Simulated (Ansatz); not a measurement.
## Sc under a change: Sc → La

Consider Sc in the hcp (Mg type) structure (space group P6_3/mmc, No. 194; a = 3.329 Å, c = 5.192 Å).

Perturbation: La takes the place of Sc on all its sites; the structure is relaxed again.

Computed with r2SCAN, PAW, 500 eV (Ansatz, a program for electronic structure; no spin-orbit coupling). k-mesh 14×14×8 (Γ-centred); smearing 0.05 eV (Fermi–Dirac), for the changed cell.

```csv
quantity,base,changed,shift
volume per atom,24.92 Å³,38.02 Å³,+13.10 Å³
density,3.00 g/cm³,6.07 g/cm³,+3.07 g/cm³
lattice parameter a,3.329 Å,3.815 Å,+0.4853 Å
c/a ratio,1.559,1.582,+0.0222
space group,P6_3/mmc (No. 194),P6_3/mmc (No. 194),–
shortest interatomic distance,3.230 Å,3.735 Å,+0.505 Å
band gap,zero,zero,–
```

Whether these cells are dynamically stable was not tested. All final runs are without spin polarisation.
